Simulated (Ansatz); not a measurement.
# Pressure series in Pt

Base system: Pt in the fcc (Cu type) structure (space group Fm-3m, No. 225; a = 3.9183 Å).

Cell and atoms are relaxed at each pressure.

All numbers come from DFT with PBEsol, PAW potentials and a 420 eV plane-wave cutoff in Ansatz (a quantum-chemistry and plane-wave program), no spin-orbit coupling.

```csv
pressure (GPa),volume per atom (Å³/atom)
-2,15.147
-1,?
0,15.039
0.9,14.993
2.1,14.932
4.5,14.814
9,14.609
15,14.361
30,13.833
```

Task: Fit the third-order Birch–Murnaghan form P(V) = (3B₀/2)[(V₀/V)^(7/3) − (V₀/V)^(5/3)]·[1 + (3/4)(B₀′ − 4)((V₀/V)^(2/3) − 1)] (squares taken in P) to the rows shown and predict the withheld row.

Result: Least squares on the printed values gives V₀ = 15.039 Å³/atom, B₀ = 287 GPa, B₀′ = 5.3; this predicts 15.092 Å³/atom, and the run gives 15.093 Å³/atom, in agreement.

Measured bulk modulus of Pt: 289 GPa (static lattice; corrected from measurement; as listed in H. Levämäki et al., Physical Review B (2014)); the computed value is 1 % below it.

Load acts through the strain it causes; cell and atoms are relaxed under it. No phonon test of stability was made. No other phases were tried under pressure. The final runs are not spin-polarised.
